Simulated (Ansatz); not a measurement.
A working Ansatz (a quantum-chemistry and plane-wave program) input for FeNi₃ (Fm-3m, 4 atoms in the cell) (DFT, r2SCAN, plane waves, default PAW files made with PBE):

Ansatz 0.2 input:
```yaml
# FeNi3
crystal:
  lattice:
    - [0.000000, 2.800343, 2.800343]
    - [2.800343, 0.000000, 2.800343]
    - [2.800343, 2.800343, 0.000000]
  atoms:
    - { symbol: Fe, position: [0.000000, 0.000000, 0.000000], spin: 4.0 }
    - { symbol: Ni, position: [0.500000, 0.500000, 0.500000], spin: 2.0 }
    - { symbol: Ni, position: [0.250000, 0.250000, 0.250000], spin: 2.0 }
    - { symbol: Ni, position: [0.750000, 0.750000, 0.750000], spin: 2.0 }
kpoints:
  mp_grid: { grid: [7, 7, 7] }
hamiltonian:
  xc: r2scan
  pseudopotentials: { kind: paw }
magnetization:
  spin_polarized: true
scf:
  occupations: { method: fermi_dirac, width: 0.05 eV }
output:
  forces: true
  eigenvalues: true
  stress: true
```

The run converged in 23 iterations: free energy E − TS (on the zero of these files) -22021.7255 eV; Fermi level (on the code's own zero) 18.36 eV; pressure -1.04 GPa; size of the cell's spin moment 4.91 μB. Each of these slips is then made, one at a time:

(1)
```diff
-    - { symbol: Fe, position: [0.000000, 0.000000, 0.000000], spin: 4.0 }
-    - { symbol: Ni, position: [0.500000, 0.500000, 0.500000], spin: 2.0 }
-    - { symbol: Ni, position: [0.250000, 0.250000, 0.250000], spin: 2.0 }
-    - { symbol: Ni, position: [0.750000, 0.750000, 0.750000], spin: 2.0 }
+    - { symbol: Fe, position: [0.000000, 0.000000, 0.000000] }
+    - { symbol: Ni, position: [0.500000, 0.500000, 0.500000] }
+    - { symbol: Ni, position: [0.250000, 0.250000, 0.250000] }
+    - { symbol: Ni, position: [0.750000, 0.750000, 0.750000] }
-magnetization:
-  spin_polarized: true
```

(2)
```diff
-  occupations: { method: fermi_dirac, width: 0.05 eV }
+  occupations: { method: fermi_dirac, width: 2.0 eV }
```

Question: Predict the outcome of each change.

Answer: 
(1) No spin polarisation for a cell with magnetic atoms. The run converged in 13 iterations without an error; against the sound input the free energy rises by 477 meV/atom, the pressure goes from -1.04 to -11.72 GPa and the net moment of 1.23 μB/atom is absent without spin.

(2) A smearing width that is far too large. The run converged in 21 iterations without an error; against the sound input the free energy falls by 6.22 eV/atom, the pressure goes from -1.04 to 47.77 GPa and the size of the net moment goes from 1.23 to 0.00 μB/atom.

The starting cell was generated: these elements placed on a structure prototype, without a prior relaxation; it need not be a known phase or ordering of this composition. The magnetic order is the one reached from the typed start; others were not searched systematically. Ansatz's pressure includes its estimate of the finite-basis (Pulay) stress.

Left out of this page: 2 runs of the series stopped by limits of time or memory; 3 runs of the series with a known weakness of the program.
